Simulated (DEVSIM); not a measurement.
System: Si p-n junction from an implanted or diffused profile, at 300 K.

```csv
layer (left to right),material,thickness (μm),Nd (cm⁻³),τn (s),τp (s)
1,Si,120,1.6e16,7.2e-6,7.2e-6
```

Added acceptor profile: 5e17 cm⁻³ × exp(−(x − 0 μm)²/(2·(0.23 μm)²)). Left contact: ohmic. Right contact: ohmic. Voltage is applied to the left contact. Recombination: SRH at mid-gap, radiative. Mobility is constant in doping.

This is a model device: material constants are rounded textbook-type values typed into the input, and sizes, dopings and lifetimes were drawn at random. Values at 300 K.

```csv
parameter,Si
gap (eV),1.124
affinity (eV),4.05
permittivity,11.7
Nc (cm⁻³),2.86e19
Nv (cm⁻³),3.1e19
μn (cm²/Vs),1417
μp (cm²/Vs),470
B (cm³/s),4.7e-15
```

Simulated with DEVSIM: 1D drift-diffusion, Boltzmann statistics, complete ionisation; no tunnelling, impact ionisation, image-force lowering or self-heating.

Give the dark forward current.


(V (V), J (A/cm²)): (0.05, 9.0e-10); (0.15, 2.4e-8); (0.20, 1.4e-7); (0.30, 6.0e-6); (0.40, 0.00028); (0.45, 0.0019); (0.55, 0.091); (0.60, 0.59); (0.70, 9.7); (0.80, 36); (0.85, 55); (0.95, 100); (1.05, 170); (1.10, 210); (1.20, 290); (1.25, 340); (1.35, 460); (1.45, 580); (1.50, 650); (1.60, 800)
